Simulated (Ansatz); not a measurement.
System: AlB2-type HfB₂. Method: PBEsol-D3(BJ) in Ansatz (PAW).

Run with plane-wave cutoff 520 eV, 24×24×16 k mesh (along the axes of the cell as run), Fermi–Dirac smearing 0.05 eV, scalar-relativistic PAW data made under PBE.

Response to compression and expansion:

Shape and atoms are relaxed at each volume.

```
V (Å³/atom)  P (GPa)  c (Å)  a (Å)
-----------  -------  -----  -----
9.132          12.03  3.362  3.068
9.322           5.72  3.388  3.087
9.513           0.00  3.415  3.107
9.703          -5.19  3.441  3.125
9.893          -9.89  3.467  3.144
```

Note: the bulk modulus comes from volumes at which shape and atoms were relaxed.

Ansatz is a first-principles code.
